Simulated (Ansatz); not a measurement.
For cubic perovskite BaHfO3, LDA (Ansatz, a first-principles code, PAW) gives:

| Property | Result |
|---|---|
| lattice constant a | 4.122 Å |
| bulk modulus B0 | 183 GPa |
| band gap at the measured cell | 3.51 eV |
| elastic constant C11 | 372 GPa |
| elastic constant C44 | 95.9 GPa |
| Voigt–Reuss–Hill shear modulus | 112 GPa |

**Question.** What does PBE0 in Ansatz (PAW) give for the same quantities?

**Answer.** 
- lattice constant a: 4.175 Å (increases by 1.3 %)
- bulk modulus: 171 GPa (decreases by 6.6 %)
- band gap at the measured cell: 5.94 eV (increases by 2.43 eV)
- elastic constant C11: 340 GPa (drops by 8.6 %)
- elastic constant C44: 98.9 GPa (goes up by 3.1 %)
- Voigt–Reuss–Hill shear modulus: 109 GPa (falls by 2.7 %)

For comparison: lattice constant a 4.171 Å (measured, room temperature, not corrected to a static lattice, our sources range from 4.171 to 4.180; as tabulated in Zhao et al. (2008), arXiv:0809.3506).

Changes are worked out from the printed values.

Unless a cell is named, each level is at its own relaxed cell (LDA 14.00, PBE0 14.55 Å³/atom).

Levels without +SOC leave out spin–orbit coupling, which shifts energies and cells of such heavy elements.

Spin–orbit coupling is included only where a level's name says +SOC; with heavier elements it mostly lowers gaps and can invert bands. Density-functional gaps are differences of (generalised) Kohn–Sham levels.

Ansatz's density-functional and Hartree–Fock values are scalar-relativistic unless marked +SOC, with PAW data made under PBE.
